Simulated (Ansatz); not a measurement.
SiSe2 (model structure, started from the SiS2 type, Ibam, No. 72, 6 atoms in the cell), treated with PBE (Ansatz, a quantum-chemistry and plane-wave program, plane waves, PAW).

Numerical settings: plane-wave cutoff 500 eV, 10×10×10 k mesh, Fermi–Dirac smearing 0.05 eV, scalar-relativistic PAW data made under PBE.

Cell (relaxed at this level):

```
Se2Si
1.0
   -3.32829     5.54003     2.96661
    3.32829    -5.54003     2.96661
    3.32829     5.54003    -2.96661
Se Si
4 2
Direct
  0.88856   0.81151   0.70007
  0.38856   0.68849   0.07705
  0.61144   0.31151   0.92295
  0.11144   0.18849   0.29993
  0.75000   0.75000   0.00000
  0.25000   0.25000   0.00000
```

Give the computed band gap.


* **band gap**: 2.20 eV (on the SCF k mesh)

Note: the cell has widely spaced layers and the level no dispersion term, so their spacing and the moduli can rest on weak binding.

Spin–orbit coupling is not included.

The computed numbers hold no vibrational or temperature effects.

A model structure was made by putting elements into a prototype or built by hand; here it ended with the formula and space group of a phase in our tables.
